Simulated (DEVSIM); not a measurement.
System: Ti/Si3N4/p-Ge capacitor, at 300 K.

```tsv
layer (left to right)	material	thickness (nm)	Na (cm⁻³)
1	Si3N4	2.40	-
2	Ge	460	1.7e18
```

Metal gate on the left, work function 4.33 eV. Fixed charge at the semiconductor interface 0 cm⁻² (in units of +e); no interface traps.

This is a model device: material constants are rounded textbook-type values typed into the input, and sizes, dopings and lifetimes were drawn at random. Values at 300 K.

```tsv
parameter	Si3N4	Ge
gap (eV)	5.1	0.664
affinity (eV)	2.1	4
permittivity	7.5	16
Nc (cm⁻³)	-	1.04e19
Nv (cm⁻³)	-	6e18
```

DEVSIM, 1D Poisson equation in equilibrium, Boltzmann statistics, complete ionisation; no quantum confinement or tunnelling. Metal contacts follow the ideal Schottky-Mott rule: no Fermi-level pinning, no interface dipoles.

Question: Tabulate band edges, carrier densities and field at 0.2 V on the gate.

Answer: Energies count from the Fermi level of the right contact; mesh points crowd at the junctions.

| x (μm) | Ec (eV) | Ev (eV) | n (cm⁻³) | p (cm⁻³) | field (V/cm) |
|---|---|---|---|---|---|
| 0.000 | 2.030 | -3.070 | < 1e2 | < 1e2 | 730000 |
| 0.0006400 | 2.077 | -3.023 | < 1e2 | < 1e2 | 730000 |
| 0.001320 | 2.126 | -2.974 | < 1e2 | < 1e2 | 730000 |
| 0.001960 | 2.173 | -2.927 | < 1e2 | < 1e2 | 730000 |
| 0.002868 | 0.320 | -0.344 | 4.5e13 | 9.8e12 | 330000 |
| 0.004133 | 0.360 | -0.304 | 9.3e12 | 4.7e13 | 310000 |
| 0.006207 | 0.420 | -0.244 | 9.3e11 | 4.7e14 | 270000 |
| 0.01168 | 0.537 | -0.127 | 9.8e9 | 4.4e16 | 160000 |
| 0.01915 | 0.612 | -0.052 | 5.5e8 | 8.0e17 | 48000 |
| 0.03196 | 0.631 | -0.033 | 2.6e8 | 1.7e18 | 1900 |
| 0.05395 | 0.631 | -0.033 | 2.6e8 | 1.7e18 | ≈ 0 |
| 0.1119 | 0.631 | -0.033 | 2.6e8 | 1.7e18 | ≈ 0 |
| 0.1911 | 0.631 | -0.033 | 2.6e8 | 1.7e18 | ≈ 0 |
| 0.3040 | 0.631 | -0.033 | 2.6e8 | 1.7e18 | ≈ 0 |
| 0.3850 | 0.631 | -0.033 | 2.6e8 | 1.7e18 | ≈ 0 |
| 0.4193 | 0.631 | -0.033 | 2.6e8 | 1.7e18 | ≈ 0 |
| 0.4377 | 0.631 | -0.033 | 2.6e8 | 1.7e18 | ≈ 0 |
| 0.4485 | 0.631 | -0.033 | 2.6e8 | 1.7e18 | ≈ 0 |
| 0.4564 | 0.631 | -0.033 | 2.6e8 | 1.7e18 | ≈ 0 |
| 0.4594 | 0.631 | -0.033 | 2.6e8 | 1.7e18 | ≈ 0 |
| 0.4611 | 0.631 | -0.033 | 2.6e8 | 1.7e18 | ≈ 0 |
| 0.4624 | 0.631 | -0.033 | 2.6e8 | 1.7e18 | ≈ 0 |
